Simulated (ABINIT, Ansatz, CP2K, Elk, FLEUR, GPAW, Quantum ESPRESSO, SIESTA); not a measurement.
**CaI₂ (P-3m1, 3 atoms in the cell) computed with different codes at matched settings**

Self-consistent single point.

```yaml
crystal:
  lattice:
    - [4.52897, 0.00000, 0.00000]
    - [-2.26449, 3.92220, 0.00000]
    - [0.00000, 0.00000, 7.20983]
  atoms:
    - { symbol: Ca, position: [0.00000, 0.00000, 0.00000] }
    - { symbol: I, position: [0.33333, 0.66667, 0.24430] }
    - { symbol: I, position: [0.66667, 0.33333, 0.75570] }
```

All programs got the same cell, k-point mesh and kind of occupations (some realise fixed ones as a very narrow smearing) (in Ansatz's words: kpoints.mp_grid.grid = 5 5 3; scf.occupations.method = fixed); potentials, basis and cutoffs are each program's usual ones.

```
code                                                                                                                                      model  pressure (GPa)  largest force (eV/Å)  gap on the mesh (eV)  k-points           cutoff
----------------  -----------------------------------------------------------------------------------------------------------------------------  --------------  --------------------  --------------------  --------  ---------------
Ansatz                                                                                                          PBEsol, PAW files made with PBE           -0.96                 0.145                 3.644        12           420 eV
GPAW                                                                                      PBEsol, GPAW PAW datasets PBEsol (made by gpaw-setup)           -0.86                 0.127                 3.651        12           600 eV
FLEUR                                                                           PBEsol, all-electron FLAPW (FLEUR), scalar-relativistic valence               –                     –                 3.643        12  Kmax 3.8 1/bohr
ABINIT                                                           PBEsol, norm-conserving pseudopotentials (PseudoDojo nc-sr-04 PBEsol standard)           -0.97                 0.146                 3.642        12            35 Ha
SIESTA            GGA PBEsol, numerical atomic orbitals DZP, PseudoDojo PBEsol standard norm-conserving potentials (rewritten from UPF to PSML)           -0.27                 0.319                 4.367        38      grid 400 Ry
Quantum ESPRESSO                                                                           PBEsol, GBRV 1.5 ultrasoft (PBESOL) pseudopotentials           -0.94                 0.144                 3.640        12            40 Ry
Elk                                           PBEsol, all-electron FP-LAPW, Elk's shipped species files, APW+lo basis with extra local orbitals               –                     –                 3.624        12       rgkmax 7.5
CP2K                                                                 PBEsol, GPW, DZVP-MOLOPT-SR-GTH basis, GTH-PBE potentials (GTH_POTENTIALS)           -0.61                 0.021                 3.664        38      grid 500 Ry
```

A dash marks a value that a program does not give, or that is left out as unsure.

Gaps are read on the mesh. Another mesh or the band path gives a smaller gap, so these values are not converged in the mesh.

The spread over the programs that give each value: pressure within 0.70 GPa; largest force within 0.298 eV/Å; gap on the mesh within 0.743 eV.

The starting cell comes from a database of computed structures (which also holds hypothetical and non-ambient phases and stackings), without a prior relaxation at this level. On Ansatz's run: Spin-orbit coupling is off. Another mesh or the band path of this cell gives a smaller gap, so this value is not converged in the mesh.

Question: Why do the programs differ, and what cannot be compared?

Answer: Differences of this kind can come from the potentials, where these differ, and from what each basis and cutoff leave unconverged. The valence holds different numbers of electrons (Ansatz (an electronic-structure program) 44, GPAW 24, FLEUR 44, ABINIT 24, SIESTA 24, Quantum ESPRESSO 24, CP2K 24). The zero of total energies and Fermi levels follows the potentials and each program's conventions, so they are not compared here. SIESTA and CP2K use small atom-centred bases, whose incompleteness enters pressures, forces and empty levels differently from a plane-wave cutoff. FLEUR and Elk treat all electrons, but the usual bases taken here (sphere radii, linearisation, local orbitals, empty states) were not tested for convergence, so the values are no reference for the others. Ansatz's pressure is given at a fixed set of plane waves, as the other plane-wave codes print theirs. The programs reduce the same mesh by symmetry to different extents, which changes the work and not the result. In the gap, SIESTA (by 0.724) lies more than 0.12 eV from the median of the plane-wave programs. In the force vectors, SIESTA (by 0.463) and CP2K (by 0.123) lie more than 0.08 eV/Å from the median of the plane-wave programs.

Keys are those of Ansatz 0.2.
